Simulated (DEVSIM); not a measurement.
System: abrupt Si p-n junction, at 300 K.

```csv
layer (left to right),material,thickness (μm),Nd (cm⁻³),Na (cm⁻³),τn (s),τp (s)
1,Si,13.0,-,1.4e17,3e-6,1e-6
2,Si,7.90,1.3e14,-,1e-6,1e-6
```

Left contact: ohmic. Right contact: ohmic. Voltage is applied to the left contact. Recombination: SRH at mid-gap, radiative. Mobility is μmin + (μ − μmin)/(1 + (N/Nref)^α).

This is a model device: material constants are rounded textbook-type values typed into the input, and sizes, dopings and lifetimes were drawn at random. Values at 300 K.

```tsv
parameter	Si
gap (eV)	1.124
affinity (eV)	4.05
permittivity	11.7
Nc (cm⁻³)	2.86e19
Nv (cm⁻³)	3.1e19
μn (cm²/Vs)	1417
μp (cm²/Vs)	470
μn,min	52
μp,min	45
Nref,n	9.7e16
Nref,p	2.2e17
αn	0.68
αp	0.72
B (cm³/s)	4.7e-15
```

Simulated with DEVSIM: 1D drift-diffusion, Boltzmann statistics, complete ionisation; no tunnelling, impact ionisation, image-force lowering or self-heating.

Problem. Tabulate band edges, carrier densities and field at zero bias.

Solution. Energies count from the Fermi level of the right contact; mesh points crowd at the junctions.

| x (μm) | Ec (eV) | Ev (eV) | n (cm⁻³) | p (cm⁻³) | field (V/cm) |
|---|---|---|---|---|---|
| 0.000 | 0.984 | -0.140 | 830 | 1.4e17 | ≈ 0 |
| 0.03730 | 0.984 | -0.140 | 830 | 1.4e17 | ≈ 0 |
| 0.1323 | 0.984 | -0.140 | 830 | 1.4e17 | ≈ 0 |
| 0.3745 | 0.984 | -0.140 | 830 | 1.4e17 | ≈ 0 |
| 1.326 | 0.984 | -0.140 | 830 | 1.4e17 | ≈ 0 |
| 3.417 | 0.984 | -0.140 | 830 | 1.4e17 | ≈ 0 |
| 8.116 | 0.984 | -0.140 | 830 | 1.4e17 | ≈ 0 |
| 11.63 | 0.984 | -0.140 | 830 | 1.4e17 | ≈ 0 |
| 12.48 | 0.984 | -0.140 | 830 | 1.4e17 | ≈ 0 |
| 12.81 | 0.984 | -0.140 | 830 | 1.4e17 | ≈ 0 |
| 12.94 | 0.984 | -0.140 | 830 | 1.4e17 | -120 |
| 13.00 | 0.959 | -0.165 | 2200 | 5.2e16 | -20000 |
| 13.04 | 0.911 | -0.213 | 14000 | 8.2e15 | -9400 |
| 13.13 | 0.851 | -0.273 | 140000 | 8.1e14 | -5200 |
| 13.50 | 0.692 | -0.432 | 6.8e7 | 1.7e12 | -3700 |
| 14.32 | 0.454 | -0.670 | 6.7e11 | 1.7e8 | -2100 |
| 16.38 | 0.319 | -0.805 | 1.3e14 | 930000 | -28 |
| 19.09 | 0.318 | -0.806 | 1.3e14 | 890000 | ≈ 0 |
| 20.38 | 0.318 | -0.806 | 1.3e14 | 890000 | ≈ 0 |
| 20.71 | 0.318 | -0.806 | 1.3e14 | 890000 | ≈ 0 |
| 20.84 | 0.318 | -0.806 | 1.3e14 | 890000 | ≈ 0 |
| 20.90 | 0.318 | -0.806 | 1.3e14 | 890000 | ≈ 0 |
